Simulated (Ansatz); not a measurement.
The parent structure is MoSi2 (space group I4/mmm, No. 139; a = 3.2017 Å, c = 7.8186 Å).

Structures relaxed with Ansatz (a first-principles code), r2SCAN, PAW, cutoff 500 eV, scalar-relativistic without spin-orbit coupling.

Base:

Simulated powder pattern, Mo Kα, λ = 0.71073 Å (kinematic, ideal powder, no thermal factors, no anomalous dispersion; the 10 strongest lines at most, above 2 %, up to 2θ = 40°):

```tsv
2θ (°)	I/Imax (%)	hkl
10.43	28	(002)
13.78	55	(101)
18.06	69	(110)
20.25	100	(103)
20.90	19	(112)
25.65	25	(200)
27.76	8.2	(202)
29.23	13	(211)
32.90	46	(213)
36.68	16	(116)
```

After one change:

Simulated powder pattern, Mo Kα, λ = 0.71073 Å (kinematic, ideal powder, no thermal factors, no anomalous dispersion; the 10 strongest lines at most, above 2 %, up to 2θ = 40°):

```json
[
 {"2θ (°)": "10.75", "I/Imax (%)": "28"},
 {"2θ (°)": "14.31", "I/Imax (%)": "56"},
 {"2θ (°)": "18.79", "I/Imax (%)": "68"},
 {"2θ (°)": "20.95", "I/Imax (%)": "100"},
 {"2θ (°)": "21.70", "I/Imax (%)": "19"},
 {"2θ (°)": "26.70", "I/Imax (%)": "25"},
 {"2θ (°)": "30.42", "I/Imax (%)": "13"},
 {"2θ (°)": "34.18", "I/Imax (%)": "45"},
 {"2θ (°)": "37.93", "I/Imax (%)": "16"},
 {"2θ (°)": "38.12", "I/Imax (%)": "7.9"}
]
```

**Question.** Which of these changes matches the shifts?
A) pressure 30 GPa
B) pressure 15 GPa
C) pressure 100 GPa
D) pressure 75 GPa

**Answer.** A, pressure 30 GPa. Its volume per atom is 11.98 Å³ against 13.36 Å³, and its space group is I4/mmm (No. 139).

A case with no gap was solved on a k-mesh chosen for an insulator, which is coarse for it. Load acts through the strain it causes; cell and atoms are relaxed under it. Stability against distortions was not tested. No other phases were tried under pressure. All final runs are without spin polarisation.
